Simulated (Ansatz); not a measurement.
Base system: GaSb in the zinc blende structure (space group F-43m, No. 216; a = 6.0488 Å).

Method: plane-wave PAW DFT at the LDA level (Ansatz, a program for electronic structure, 420 eV), scalar-relativistic without spin-orbit coupling.

Base values:

| Item | Value |
|---|---|
| Pressure | 0.0 GPa |

Modification: the cell is scaled by 1.0100 in all directions, atoms relaxed at fixed cell.

**Question.** Estimate the effect on the pressure and energy relative to the base.

**Answer.** The pressure goes from zero to -1.5 GPa; the energy grows by 4.1 meV/atom.

The cells carry an imposed strain or load. No phonon test of stability was made. The final runs are not spin-polarised.
